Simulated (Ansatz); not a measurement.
Structures of equal composition on the (0001) surface of 4H silicon carbide (Si plane on top): (√3x√3)R30° Sb adatom at H3; (√3x√3)R30° Sb adatom at T4. The slabs share one bottom face, and each structure is named by its start. These are constructed structures in small cells; real faces may alloy, dewet or reconstruct in larger ones, and not all known structures of the face are among them. Slabs of about 10 Å, Fermi-Dirac smearing of 0.025 eV. Bottom of the slabs: H caps. Relaxed from the named starts with such symmetry as they have, on meshes of like density; energies extrapolated to zero smearing; spin only where a row says so; no spin-orbit coupling, no U. Brackets mark spin-polarised runs, whose order is one that fits the cell. Where a second, spin-polarised start was run, the lower counts.

The numbers are results of r2SCAN, at the PBE geometry (plane waves to 500 eV, PAW; Ansatz, a program for electronic structure), not measurements.

Rank these by energy per 1x1 cell (lowest first), as r2SCAN, at the PBE geometry gives it.

(√3x√3)R30° Sb adatom at T4 (0.000 eV, gap 2.18 eV on the mesh), (√3x√3)R30° Sb adatom at H3 (0.112 eV, gap 2.04 eV on the mesh)
